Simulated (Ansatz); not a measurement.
**MoPt₂ (Immm, No. 71)**

Calculation: BLYP (Ansatz, an electronic-structure program, plane waves, PAW).

Numerical settings: plane-wave cutoff 520 eV, 24×24×24 k mesh, Fermi–Dirac smearing 0.05 eV, no spin polarisation, scalar-relativistic PAW data made under PBE.

Cell (relaxed at this level):

```cif
data_MoPt2
_chemical_formula_sum 'Mo1 Pt2'
_space_group_name_H-M_alt 'P 1'
_space_group_IT_number 1
_cell_length_a 4.91880
_cell_length_b 4.91880
_cell_length_c 4.91880
_cell_angle_alpha 146.528
_cell_angle_beta 131.621
_cell_angle_gamma 60.108
loop_
_space_group_symop_operation_xyz
  'x, y, z'
loop_
_atom_site_label
_atom_site_type_symbol
_atom_site_fract_x
_atom_site_fract_y
_atom_site_fract_z
_atom_site_occupancy
Mo1 Mo 0.00000 0.00000 0.00000 1
Pt1 Pt 0.66257 0.66257 0.00000 1
Pt2 Pt 0.33743 0.33743 0.00000 1
```

| Item | Result |
|---|---|
| bulk modulus | 228 GPa |
| band gap | none |
| pressure derivative B′ of the bulk modulus | 5.2 |

Note: the relaxation could not lower the start's symmetry, so the cell can be a saddle point above a distorted one; the bulk modulus comes from volumes at which shape and atoms were relaxed.

Spin–orbit coupling is not included.

Computed values are for the static lattice.

It cost around 80 core-minutes (rough) of CPU time.
